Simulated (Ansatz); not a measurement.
The starting structures come from a database of crystals and need not be the phases stable at ambient conditions.

 Where the default PAW files enter, the runs use the earlier of Ansatz's two default sets.

Consider the following.

```xyz
2
Lattice="3.8661 0.0000 0.0000 0.0000 3.8661 0.0000 1.9330 -1.9330 2.7337" Properties=species:S:1:pos:R:3 pbc="T T T"
Mg     0.0000     0.0000     0.0000
Se     1.9330     1.9330     0.0000
```

Space group of this cell: Fm-3m, rock salt. The cell is taken as given.

Method: r2SCAN (plane waves, PAW; Ansatz, an electronic-structure program).

The current runs along the normal of the first two printed vectors; no spin-orbit coupling. Scaled by the factor s: both lengths across the current (ions clamped). Meshes 12×12×12 and 8×8 across the current in all rows.

```
s     mean pressure (GPa)  band gap (eV)
----  -------------------  -------------
0.98                  3.2              ?
1.00                  0.2           2.49
1.02                 -2.2           2.33
```

### Question
Take the slope of the band gap against ln s from the two given rows, extrapolate to s = 0.98, and say what the run there gives.

### Answer
Slope = (2.33 − 2.49) / ln 1.02 = -8.08 eV. The line gives 2.49 + (-8.08) × ln 0.98 = 2.65 eV. The run gives 2.47 eV, 0.18 eV under the line, 112 % of the predicted step.
